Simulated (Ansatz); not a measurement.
Structures of equal composition on the (111)B surface of zinc-blende AlAs (As plane on top): 2x2 Si adatom at H3; 2x2 Si adatom at T4. The slabs share one bottom face, and each structure is named by its start. These are constructed structures in small cells; real faces may alloy, dewet or reconstruct in larger ones, and not all known structures of the face are among them. Slabs of about 14 Å with all that they carry, Fermi-Dirac smearing of 0.025 eV. Bottom of the slabs: H caps. Relaxed from the named starts with such symmetry as they have, on meshes of like density; energies extrapolated to zero smearing; no spin-orbit coupling, no U. Spin-polarised runs, if any, are marked in brackets, and their order is one that fits the cell; the others ran without spin. Where a second, spin-polarised start was run, the lower counts.

Host crystal: zinc-blende AlAs, with a band gap (PBE, scalar-relativistic without spin-orbit coupling).

Level of theory: PBE (plane waves to 420 eV, PAW; Ansatz, a first-principles code).

**Question.** Put the candidates in order of energy per 1x1 cell, lowest first, for PBE.

**Answer.** 2x2 Si adatom at T4 (0.000 eV [spin, 1.0 μB a cell], gap 0.31 eV on the mesh), 2x2 Si adatom at H3 (0.059 eV [spin, 1.0 μB a cell], gap 0.23 eV on the mesh)
